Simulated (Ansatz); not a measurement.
# ZnCu₂GeS₄ (space group I-4, No. 82)

```
CELL_PARAMETERS angstrom
     -2.63330     2.63330     5.24254
      2.63330    -2.63330     5.24254
      2.63330     2.63330    -5.24254
ATOMIC_POSITIONS crystal
  Cu 0.00000 0.00000 0.00000
  Cu 0.75000 0.25000 0.50000
  Zn 0.25000 0.75000 0.50000
  Ge 0.50000 0.50000 0.00000
  S  0.63049 0.62078 0.49857
  S  0.12222 0.13192 0.50143
  S  0.37922 0.87778 0.00971
  S  0.86808 0.36951 0.99029
```

The values are results of Ansatz (a program for electronic structure) PBEsol, without spin-orbit coupling, not measurements. k-mesh 9×9×9 (Γ-centred); smearing 0.05 eV (Fermi–Dirac).

| Property | Value |
|---|---|
| Volume per atom | 18.18 Å³ |
| Density | 4.49 g/cm³ |
| Band gap | 0.60 eV, direct at Γ |
| Electron mass | 0.11 mₑ along c, 0.12 mₑ across |
| Hole mass | 0.13 mₑ along c, 0.80 mₑ across |
| Lowest conduction-band minima above the VBM | Γ 0.60 eV; X (0, 0, 1/2) 0.78 eV; M (1/2, 1/2, 1/2) 1.46 eV |
| Total energy | -3031.926 eV/atom (σ→0; compares only within this code and set-up) |

Masses are band curvatures over ±0.01 Å⁻¹ around the edge. Whether these cells are dynamically stable was not tested. All final runs are without spin polarisation.
